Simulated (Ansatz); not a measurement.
## Sensitivity of a calculation on RbGaS2O8 (P321, 12 atoms in the cell) to its settings

```
RbGa(SO4)2
1.0
    4.88202     0.00000     0.00000
   -2.44101     4.22795     0.00000
    0.00000     0.00000     8.62941
Rb Ga S O
1 1 2 8
Direct
  0.00000   0.00000   0.50000
  0.00000   0.00000   0.00000
  0.33333   0.66667   0.20493
  0.66667   0.33333   0.79507
  0.08491   0.34904   0.14743
  0.65096   0.73587   0.14743
  0.26413   0.91509   0.14743
  0.34904   0.08491   0.85257
  0.73587   0.65096   0.85257
  0.91509   0.26413   0.85257
  0.33333   0.66667   0.37404
  0.66667   0.33333   0.62596
```

Base run A: HSE06, default PAW files made with PBE run with Ansatz (a quantum-chemistry and plane-wave program), self-consistent single point.

Its settings: basis.ecutwfc = 30.9 Ry; kpoints.mp_grid.grid = 4 4 2; hamiltonian.xc = hse06; hamiltonian.pseudopotentials = {kind: paw} (the program's default PAW files); scf.occupations.method = fixed.

The starting cell comes from a database of computed structures (which also holds hypothetical and non-ambient phases and stackings), without a prior relaxation at this level. Its lattice was rescaled by a random factor within 2.5 % of one. In the base run, with a pressure of about -4 GPa the cell is away from its equilibrium volume at this level. Ansatz's pressure includes its estimate of the finite-basis (Pulay) stress.

ΔF is the free energy per atom less that of run A. A dash stands where there is no value to compare (another energy zero or no entropy term, no result, no spin, no clean gap, or a mesh too coarse for one). Total energies depend on the potentials, the functional and any Hubbard or dispersion term, so they are compared only between runs that share all of them.

Runs D sample the zone with one or two k-points, far too few for so small a cell.

Runs:
- B: hamiltonian.xc: hse06 → pbesol [PBEsol]
- C: hamiltonian.xc: hse06 → pbe0 [PBE0]
- D: kpoints.mp_grid.grid: 4 4 2 → 1 1 1; kpoints.mp_grid.shift: default → 0.5 0.5 0.5
- E: scf.convergence.dr2_threshold: default (1e-07 eV) → 1e-06 eV
- F: scf.mixing.algorithm: default (the program chose MSR1) → anderson; scf.mixing.beta: default → 0.1
- G: scf.mixing.algorithm: default (the program chose MSR1) → anderson

```
run  ΔF (meV/atom)  pressure (GPa)  largest force (eV/Å)  gap on the mesh (eV)  k-points
---  -------------  --------------  --------------------  --------------------  --------
A             0.00           -4.50                 0.947                 6.055         8
B                –           -1.87                 0.245                 4.082         8
C                –           -4.61                 0.963                 6.818         8
D            -58.9           -4.66                 2.122                 7.043         1
E             0.00           -4.50                 0.948                 6.055         8
F             0.00           -4.50                 0.948                 6.055         8
G             0.00           -4.50                 0.948                 6.055         8
```

Run D against A: The free energy goes down by 58.9 meV/atom, the pressure goes from -4.50 to -4.66 GPa, the largest force goes from 0.947 to 2.122 eV/Å and the gap on the mesh goes from 6.055 to 7.043 eV.

Run E against A: The free energy stays essentially unchanged (within 1 meV/atom), the pressure stays at -4.50 GPa, the largest force hardly changes (0.947 to 0.948 eV/Å) and the gap on the mesh stays at 6.055 eV.

Keys are those of Ansatz 0.2.
